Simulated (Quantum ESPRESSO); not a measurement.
Quantum ESPRESSO run on PtSe2 (P-3m1, 3 atoms in the cell): self-consistent single point.

Method of the run: PBE, GBRV 1.5 ultrasoft (PBE) pseudopotentials (plane waves; Quantum ESPRESSO).

```xyz
3
Lattice="3.6348 0.0000 0.0000 -1.8174 3.1478 0.0000 0.0000 0.0000 5.6909" Properties=species:S:1:pos:R:3 pbc="T T T"
Pt     0.0000     0.0000     0.0000
Se     1.8174     1.0493     4.4082
Se     0.0000     2.0985     1.2827
```

Reference input (self-consistent single point, DFT, PBE, plane waves, GBRV 1.5 ultrasoft (PBE) pseudopotentials): ecutwfc = 40 Ry; ecutrho = 320 Ry; occupations = fixed; potentials = {Pt: pt_pbe_v1.4.uspp.F.UPF, Se: se_pbe_v1.uspp.F.UPF}; K_POINTS = automatic 8 8 5 0 0 0; nbnd = 18; conv_thr = 1e-10 Ry; mixing_beta = 0.3. This run's input differs from it in these lines:

```diff
@@ -29,3 +29,3 @@
 K_POINTS automatic
-8 8 5  0 0 0
+6 6 3  0 0 0
 CELL_PARAMETERS angstrom
```

Log, with long lists cut:

```
     Self-consistent Calculation

     iteration #  1     ecut=    40.00 Ry     beta= 0.30

     negative rho (up, down):  1.833E-01 0.000E+00

     total energy              =    -297.49705668 Ry
     estimated scf accuracy    <       1.89926032 Ry

     iteration #  2     ecut=    40.00 Ry     beta= 0.30

     negative rho (up, down):  1.832E-01 0.000E+00

     total energy              =    -297.93365459 Ry
     estimated scf accuracy    <       0.32245034 Ry

     iteration #  3     ecut=    40.00 Ry     beta= 0.30

     negative rho (up, down):  1.808E-01 0.000E+00

     total energy              =    -297.96994057 Ry
     estimated scf accuracy    <       0.02042095 Ry

   [... 7 blocks of this kind left out ...]

     iteration # 11     ecut=    40.00 Ry     beta= 0.30

     negative rho (up, down):  1.796E-01 0.000E+00

     total energy              =    -297.97197265 Ry
     estimated scf accuracy    <          2.7E-10 Ry

     iteration # 12     ecut=    40.00 Ry     beta= 0.30

     negative rho (up, down):  1.796E-01 0.000E+00
     End of self-consistent calculation

     highest occupied, lowest unoccupied level (ev):     9.7453   10.5232

!    total energy              =    -297.97197271 Ry
     estimated scf accuracy    <          2.8E-11 Ry

     convergence has been achieved in  12 iterations

     negative rho (up, down):  1.796E-01 0.000E+00

     Forces acting on atoms (cartesian axes, Ry/au):

     atom    1 type  1   force =     0.00000000   -0.00000000    0.00000000
     atom    2 type  2   force =     0.00000000    0.00000000   -0.04260882
     atom    3 type  2   force =    -0.00000000   -0.00000000    0.04260882

     Total force =     0.060258     Total SCF correction =     0.000012

     negative rho (up, down):  1.796E-01 0.000E+00
          total   stress  (Ry/bohr**3)                   (kbar)     P=      108.15
   0.00083858   0.00000000   0.00000000          123.36        0.00        0.00
   0.00000000   0.00083858   0.00000000            0.00      123.36        0.00
   0.00000000   0.00000000   0.00052844            0.00        0.00       77.74

   JOB DONE.
```

The run converged in 12 iterations. Against the reference run the free energy goes up by 1.2 meV/atom, the pressure moves little (10.78 to 10.82 GPa), the largest force stays at 1.096 eV/Å and the gap on the mesh goes from 0.559 to 0.778 eV.

The starting cell comes from a database of computed structures (which also holds hypothetical and non-ambient phases and stackings), without a prior relaxation at this level. Its lattice was rescaled by a random factor within 2.5 % of one. Spin-orbit coupling is off. With a pressure of about 11 GPa the cell is away from its equilibrium volume at this level. Forces in this geometry exceed 1 eV/Å. Another mesh or the band path of this cell gives a smaller gap, so this value is not converged in the mesh.

Cost on one core of a shared machine: roughly 30 s.
